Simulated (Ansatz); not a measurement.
The starting structures come from a database of crystals and need not be the phases stable at ambient conditions.

Tunnelling through a barrier is set by its complex band structure: the current falls as exp(−2κd) with the smallest κ.

Given:

```
CdHgAsBr
1.0
    4.73874     0.00000     0.00000
    0.00000    11.00806     0.00000
    0.00000     0.00000     9.46129
Cd Hg As Br
4 4 4 4
Direct
  0.00000   0.07536   0.28698
  0.00000   0.92464   0.71302
  0.00000   0.42464   0.28698
  0.00000   0.57536   0.71302
  0.50000   0.75000   0.26985
  0.50000   0.25000   0.73015
  0.50000   0.50000   0.00000
  0.50000   0.00000   0.00000
  0.50000   0.97868   0.26701
  0.50000   0.02132   0.73299
  0.50000   0.52132   0.26701
  0.50000   0.47868   0.73299
  0.00000   0.75000   0.50886
  0.00000   0.25000   0.49114
  0.00000   0.25000   0.06960
  0.00000   0.75000   0.93040
```

Space group of this cell: Pmma. The cell was relaxed by PBE-D3(BJ).

Transport runs along the normal of the first two printed cell vectors.

No gap correction and no spin-orbit coupling; mid-gap values are interpolated between computed energies.

Task: Compute, with r2SCAN (Ansatz, an electronic-structure program), the band gap and the smallest decay constant κ at mid-gap.

Result: Gap 1.48 eV on a 6×4×4 mesh; κ = 0.143 1/Å, at the zone centre.
